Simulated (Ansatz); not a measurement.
```yaml
crystal:
  lattice:
    - [2.53920, 0.00000, 0.00000]
    - [1.26960, 2.19901, 0.00000]
    - [0.00000, 0.00000, 4.22751]
  atoms:
    - { symbol: B, position: [0.33333, 0.33333, 0.00026] }
    - { symbol: B, position: [0.66667, 0.66667, 0.50026] }
    - { symbol: N, position: [0.33333, 0.33333, 0.37474] }
    - { symbol: N, position: [0.66667, 0.66667, 0.87474] }
```

No spin polarisation.

Method: DFT with PBE, PAW potentials and a 420 eV plane-wave cutoff in Ansatz (a quantum-chemistry and plane-wave program), scalar-relativistic without spin-orbit coupling. Γ-centred 15×15×8 mesh, Fermi–Dirac width 0.05 eV.

Q: Predict the valence-band top at Γ, band gap, gap character and pressure.

A: Valence-band top at Γ (three highest levels, from the VBM): 0.00, 0.00, -0.30 eV
Band gap: 5.18 eV
Gap character: indirect, Γ → K
Pressure (mean of the normal stresses, compression positive): 4.30 GPa

The cells carry an imposed strain or load. Whether these cells are dynamically stable was not tested. The cell was made from BN in the wurtzite structure (space group P6_3mc, No. 186) by this change: biaxial strain −0.60 %, plane normal [001], relaxed out of plane.
